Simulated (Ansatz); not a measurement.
The starting structures come from a database of crystals and need not be the phases stable at ambient conditions.

By PBEsol, the system below comes out a metal.

Given:

```
Mo3Si2
1.0
    3.23082     0.00000     0.00000
    0.00000     6.50054     0.00000
    0.00000     0.00000     6.50054
Si Mo
4 6
Direct
  0.00000   0.63424   0.13424
  0.00000   0.36576   0.86576
  0.00000   0.13424   0.36576
  0.00000   0.86576   0.63424
  0.00000   0.50000   0.50000
  0.00000   0.00000   0.00000
  0.50000   0.16126   0.66126
  0.50000   0.83874   0.33874
  0.50000   0.66126   0.83874
  0.50000   0.33874   0.16126
```

Space group of this cell: P4/mbm. The cell is strained (all lengths scaled by 0.98); by PBEsol its mean pressure is 8.1 GPa.

The current flows along the normal of the first two printed cell vectors, the (100) plane of the conventional cell. No spin-orbit coupling; the value is a mean over 0.1 eV about the Fermi level.

State the ballistic conductance per area according to PBEsol (Ansatz, a program for electronic structure).

0.70 × 10¹⁵ S/m² for both spins.
